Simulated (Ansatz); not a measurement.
The cell is built on a prototype and need not be the phase stable at ambient conditions.

Here is the system:

```yaml
crystal:
  lattice:
    - [3.64524, 0.00000, 0.00000]
    - [0.00000, 10.31000, 0.00000]
    - [0.00000, 0.00000, 3.64529]
  atoms:
    - { symbol: Mg, position: [0.75000, 0.12500, 0.24996] }
    - { symbol: Mg, position: [0.25000, 0.37500, 0.74996] }
    - { symbol: Mg, position: [0.25000, 0.87500, 0.75004] }
    - { symbol: Mg, position: [0.75000, 0.62500, 0.25004] }
    - { symbol: S, position: [0.75000, 0.87500, 0.25003] }
    - { symbol: S, position: [0.25000, 0.62500, 0.75003] }
    - { symbol: S, position: [0.25000, 0.12500, 0.74997] }
    - { symbol: S, position: [0.75000, 0.37500, 0.24997] }
```

Space group of this cell: Fm-3m, rock salt. The cell was relaxed by PBE-D3(BJ); by r2SCAN its mean pressure is 2.3 GPa.

Transport runs along the normal of the first two printed cell vectors.

The gap is the functional's own. No spin-orbit coupling. Mid-gap values are interpolated on the energy grid.

Problem. Compute, with r2SCAN (Ansatz, an electronic-structure program), the band gap and the smallest decay constant κ at mid-gap.

Solution. Gap 3.52 eV on a 8×4×8 mesh; κ = 0.249 1/Å, at the zone centre.
